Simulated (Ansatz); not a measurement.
System: C (model structure, P6₂22, No. 180, 3 atoms in the cell). Method: r²SCAN (plane waves, PAW; Ansatz, a program for electronic structure).

Run with plane-wave cutoff 560 eV, 18×18×12 k mesh (along the axes of the cell as run), Fermi–Dirac smearing 0.01 eV, scalar-relativistic PAW data made under PBE.

Cell (relaxed at this level):

C is modelled in the hexagonal space group P6₂22 (No. 180), Pearson symbol hP3. Cell: a = b = 2.6003 Å, c = 2.7994 Å, α = β = 90.00°, γ = 120.00°. C on 3c is coordinated by 4 C at 1.600 Å. (Neighbours: up to the widest gap in distance over summed covalent radii, below 1.35, at either atom.)

### Question
Give the computed band gap, direct gap at Γ and bulk modulus.

### Answer

* **band gap**: 2.24 eV (on the SCF k mesh)
* **direct gap at Γ**: 9.18 eV
* **bulk modulus**: 440 GPa

Note: the bulk modulus is −V dP/dV from two relaxed cells at ±2 % in volume; the relaxation could raise the start's symmetry but not lower it, so the cell can be a saddle point.

Computed values are for the static lattice.

Cost on a shared machine: about 50 core-seconds (a rough figure).

A model structure was made by putting elements into a prototype or built by hand; it is no filed structure, need not be a known phase, and can be a saddle point held by its symmetry.
